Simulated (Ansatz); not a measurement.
**Response to strain in GaP**

Base system: GaP in the zinc blende structure (space group F-43m, No. 216; a = 5.391 Å). Axes: x, y, z lie along the cube axes.

Strains are applied to the cell and any free atomic positions relax; under biaxial strain the out-of-plane vector relaxes too.

The values are results of Ansatz (a quantum-chemistry and plane-wave program), LDA, PAW, cutoff 420 eV, no spin-orbit coupling, not measurements.

```tsv
biaxial strain, plane normal [001], relaxed out of plane (%)	out-of-plane strain (%)
-3	2.65
-2.5	2.21
-2	1.77
-1.5	1.33
-1	?
-0.5	0.44
0	0.00
```

Task: Fit ε⊥ = −νε + γε² (strains in %) to the rows shown and predict the withheld row.

Result: Least squares on the printed values gives ν = 0.89 (the biaxial Poisson response) and γ = -0.001 (largest residual 0.00 %); this predicts 0.89 %, and the run gives 0.89 %, in agreement.

Stability against distortions was not tested.
